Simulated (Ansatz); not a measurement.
This concerns the energy of one form of ZrO2 over another. The value is E(A) − E(B), in meV per atom.

A: ZrO2 (fluorite, Fm-3m), 3 atoms in the cell, k-point mesh 12×12×12 on the run's own vectors.
```
ZrO2
1.0
    0.00000     2.55792     2.55792
    2.55792     0.00000     2.55792
    2.55792     2.55792     0.00000
Zr O
1 2
Direct
  0.00000   0.00000   0.00000
  0.25000   0.25000   0.25000
  0.75000   0.75000   0.75000
```

B: ZrO2 (P2₁/c), 12 atoms in the cell, k-point mesh 8×8×6 on the run's own vectors.
```cif
data_O8Zr4
_chemical_formula_sum 'Zr4 O8'
_space_group_name_H-M_alt 'P21/c'
_space_group_IT_number 14
_space_group_name_Hall '-P 2ybc'
_cell_length_a 5.18955
_cell_length_b 5.24210
_cell_length_c 5.37819
_cell_angle_alpha 90.000
_cell_angle_beta 99.680
_cell_angle_gamma 90.000
loop_
_atom_site_label
_atom_site_type_symbol
_atom_site_symmetry_multiplicity
_atom_site_Wyckoff_symbol
_atom_site_fract_x
_atom_site_fract_y
_atom_site_fract_z
_atom_site_occupancy
Zr1 Zr 4 e 0.27577 0.04379 0.21003 1
O1 O 4 e 0.06499 0.32637 0.34999 1
O2 O 4 e 0.54902 0.25676 0.02446 1
```

Plane-wave PAW calculations with Ansatz (a program for electronic structure), its default PAW set, cutoff 420 eV. The structures are at rest with PBE; other levels are single points on them. HSE06 runs on coarser k-point meshes, mended by the PBE difference between the two meshes. Neutral cells; Fermi-Dirac smearing of at most 0.05 eV in the solids, energies taken to zero width. The lattices are those relaxed with PBE, so at other levels the solids can be strained, which adds to the spread. A dispersion term (D3(BJ), or D4 for r2SCAN) was computed beside these levels and is taken off wherever the name lacks it. Static lattices, no vibrational contributions. No structure search was made; lower ones may exist. No phonons were computed, so the higher form may be unstable once its symmetry is let go.

Question: What is the computed value (PBE)?

Answer: 71 meV/atom for A less B, so ZrO2 (P2₁/c) (B) lies lower.

Question: What do the other levels give, and how wide is the spread?

Answer: 
| Level | value (meV/atom) | less PBE |
|---|---|---|
| HSE06 | 58 | -13 |

The levels span 13 meV/atom, from HSE06 (58) to PBE (71).
